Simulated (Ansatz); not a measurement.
Input for (MgSe)4/(CdSe)5 zinc blende (111) superlattice on MgSe (MgSe and CdSe held in this type, which need not be the stable form):

Ansatz 0.2 input:
```yaml
crystal:
  lattice:
    - [4.239087777, -0.000000029, 0.0]
    - [-2.119543863, 3.671157718, 0.0]
    - [0.0, 0.0, 32.208972006]
  atoms:
    - { symbol: Mg, position: [0.0, 0.0, -0.000701646] }
    - { symbol: Se, position: [0.0, 0.0, 0.079924359] }
    - { symbol: Mg, position: [0.333333333, 0.666666667, 0.106868142] }
    - { symbol: Se, position: [0.333333333, 0.666666667, 0.187422003] }
    - { symbol: Mg, position: [0.666666667, 0.333333333, 0.214356895] }
    - { symbol: Se, position: [0.666666667, 0.333333333, 0.294923652] }
    - { symbol: Mg, position: [0.0, 0.0, 0.321716734] }
    - { symbol: Se, position: [0.0, 0.0, 0.402222845] }
    - { symbol: Cd, position: [0.333333333, 0.666666667, 0.433565139] }
    - { symbol: Se, position: [0.333333333, 0.666666667, 0.516378814] }
    - { symbol: Cd, position: [0.666666667, 0.333333333, 0.547540997] }
    - { symbol: Se, position: [0.666666667, 0.333333333, 0.63043759] }
    - { symbol: Cd, position: [0.0, 0.0, 0.661634074] }
    - { symbol: Se, position: [0.0, 0.0, 0.744531537] }
    - { symbol: Cd, position: [0.333333333, 0.666666667, 0.775720589] }
    - { symbol: Se, position: [0.333333333, 0.666666667, 0.858608549] }
    - { symbol: Cd, position: [0.666666667, 0.333333333, 0.889935452] }
    - { symbol: Se, position: [0.666666667, 0.333333333, 0.972921775] }
basis:
  ecutwfc: 500
  ecutrho_ratio: 4
  xc_grid: 4
kpoints:
  mp_grid: { grid: [9, 9, 1] }
hamiltonian:
  xc: r2scan
  dispersion: none
  pseudopotentials: { kind: paw }
scf:
  n_extra_bands: 21
  occupations: { method: fermi_dirac, width: 0.01 }
  convergence: { dr2_threshold: 0.000000001 }
output:
  eigenstates:
    kpoints:
      - [0, 0, 0]
      - [0, 0, 0.5]
      - [0.333333333333, 0.333333333333, 0]
      - [0.5, 0, 0]
    e_range: [-4, 6]
    localisation: true
  eigenvalues: true
```

These are r2SCAN (plane waves to 500 eV, PAW; Ansatz, a first-principles code) values and carry that method's errors. Scalar-relativistic, without spin–orbit coupling. Its k-point mesh 9×9×1, Fermi–Dirac width 0.01 eV.

### Question
Write the closing report of this run, without the band table and long remarks, to eight decimals at most.

### Answer
```
SCF converged after 10 iterations
Free energy (F): -98368.930215 eV
Harris-Foulkes:  -98368.930215 eV  (|F-HF|=2.18e-10)
Internal energy: -98368.930215 eV  (E = F + TS)
E sigma→0 (E₀):  -98368.930215 eV
Fermi energy:    6.583365 eV
--- Per-component energies (eV) ---
  E_band       = -7945.367812
  E_kinetic    = 3901.830585
  E_local      = -60487.421698  (includes V_loc(G=0)·N_el)
  E_nonlocal   = -4805.485446
  E_hartree    = 28380.957137
  E_xc         = -1838.095795
  E_vxc        = -2342.784606  (∫ρ·V_xc dr)
  E_paw        = -39041.034854  (= ΣΔE_a)
  E_vpaw       = -1117.247615  (= ΣTr[D̂ρ^β])
  E_aug_tail   = -0.001870  (compensation charges beyond the density's cutoff)
  E_vtau       = 143.829047  (kinetic-family band-sum trace: ∫τ·v_τ [+ j·A + Jᵃ·Aᵃ] dr)
  E_ewald      = -24460.866657
  E_core_change = -18.811618  (= ΣΔE_core)
  E_smearing   = 0.000000  (= −TS)
  E_closure    = 0.000000  (closes the sum)
  Σ components = -98368.930215   (vs F -98368.930215, Δ=0.00e0)
```

Cost: around 2.2 core-minutes (rough).
